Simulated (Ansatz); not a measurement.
TiTe2: Te vacancy, symmetric start

Start from a 9-atom supercell of TiTe$_{2}$ in the CdI2 type structure (space group P-3m1, No. 164; a = 3.697 Å, c = 6.384 Å; layered, stacked along the Cartesian z axis) at its relaxed geometry.

Perturbation: a neutral Te vacancy, symmetric start, atoms relaxed at fixed cell.

Level of theory: Kohn–Sham DFT with the PBE-D3(BJ) functional, run in Ansatz (a quantum-chemistry and plane-wave program) with PAW and 420 eV plane waves, spin-orbit coupling left out. Γ-centred 7×7×7 mesh, Fermi–Dirac width 0.05 eV.

The pressure goes from zero to 0.9 GPa and the mean distance from the defect site to its nearest host atoms increases by 0.28 Å to 3.03 Å.

Final structure:

```yaml
crystal:
  lattice:
    - [5.54598, -3.20197, 0.00000]
    - [0.00000, 6.40394, 0.00000]
    - [-1.84866, -3.20197, 6.38398]
  atoms:
    - { symbol: Ti, position: [0.99817, 0.95023, 0.99195] }
    - { symbol: Ti, position: [0.61873, 0.32711, 0.99195] }
    - { symbol: Ti, position: [0.37505, 0.70656, 0.99195] }
    - { symbol: Te, position: [0.75855, 0.85043, 0.27564] }
    - { symbol: Te, position: [0.42703, 0.18739, 0.28108] }
    - { symbol: Te, position: [0.59846, 0.84222, 0.73211] }
    - { symbol: Te, position: [0.22322, 0.15501, 0.73211] }
    - { symbol: Te, position: [0.91043, 0.46699, 0.73211] }
```

In so small a cell the defect repeats every few ångströms: this is an ordered compound, not a dilute defect. The defect started on the symmetric site and kept its symmetry, so it may sit on a saddle. The final runs are not spin-polarised. The defect cell is not spin-polarised.
